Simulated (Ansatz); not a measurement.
Here is the system:

```yaml
crystal:
  lattice:
    - [2.92303, 0.00000, 0.00000]
    - [0.00000, 2.92303, 0.00000]
    - [0.00000, 0.00000, 2.92303]
  atoms:
    - { symbol: Zn, position: [0.50000, 0.50000, 0.50000] }
    - { symbol: Cu, position: [0.00000, 0.00000, 0.00000] }
```

No spin polarisation.

Computed with PBEsol in Ansatz (plane waves to 420 eV, PAW, no spin-orbit coupling). Settings: 20×20×20 k-points, 0.1 eV Fermi–Dirac smearing.

Q: Predict the band gap, pressure and space group.

A: 
```json
{
  "band_gap": "zero",
  "pressure": "-2.0 GPa",
  "space_group": "Pm-3m (No. 221)"
}
```

The cells carry an imposed strain or load. Stability against distortions was not tested. The final runs are not spin-polarised. The cell was made from ZnCu in the CsCl type structure (space group Pm-3m, No. 221) by this change: isotropic strain +0.50 %.

Ansatz is a program for electronic structure.
